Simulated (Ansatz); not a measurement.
**GaAs (model structure, started from the WC type, P-6m2, No. 187, 2 atoms in the cell): equilibrium lattice constant a by level of theory**

No measured value is used here.

```tsv
level (code)	value (Å)
PBE (Ansatz)	3.823
PBEsol (Ansatz)	3.734
PBE-D3(BJ) (Ansatz)	[?]
r²SCAN (Ansatz)	3.767
```

Task: Some entries are withheld; supply them.

Result: 
- PBE-D3(BJ) (Ansatz, a program for electronic structure), value (Å): 3.740

Ansatz's density-functional and Hartree–Fock values are scalar-relativistic unless marked +SOC, with PAW data made under PBE.

A model structure was made by putting elements into a prototype or built by hand; it is no filed structure, need not be a known phase, and can be a saddle point held by its symmetry.
